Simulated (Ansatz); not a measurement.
The reference is a 16-atom supercell of GaN in the wurtzite structure (space group P6_3mc, No. 186; a = 3.1831 Å, c = 5.1836 Å) at its relaxed geometry.

Method: r2SCAN (Ansatz, a program for electronic structure; PAW; 500 eV plane waves; no spin-orbit coupling).

One neutral defect a cell, atoms relaxed at fixed cell.

One change was made to it. Results:

| quantity | base | after |
|---|---|---|
| pressure | 0.0 GPa | -2.1 GPa |
| largest displacement of a host atom from its site in the perfect cell | – | 0.05 Å |

Question: What was done to the base?
A) Sb on a N site, symmetric start
B) Al on a Ga site
C) Ga interstitial (started 2.03 Å from the nearest host atom), symmetric start

Answer: B, Al on a Ga site. For comparison, the pressure in the other runs: Ga interstitial (started 2.03 Å from the nearest host atom), symmetric start gives 25.9 GPa; Sb on a N site, symmetric start gives 27.9 GPa.

The magnetic state is the one reached from the starting moments; the real material's order can differ, and small cells can't hold many antiferromagnetic ones. In so small a cell the defect repeats every few ångströms: this is an ordered compound, not a dilute defect. The mesh was chosen for an insulator and is coarse for the gapless case. Defects with a symmetric start kept the site's symmetry and may sit on a saddle; the others started slightly shaken. Starting moments died away, wholly or in part, for Al on a Ga site, Ga interstitial (started 2.03 Å from the nearest host atom) and Sb on a N site; another magnetic solution may exist.
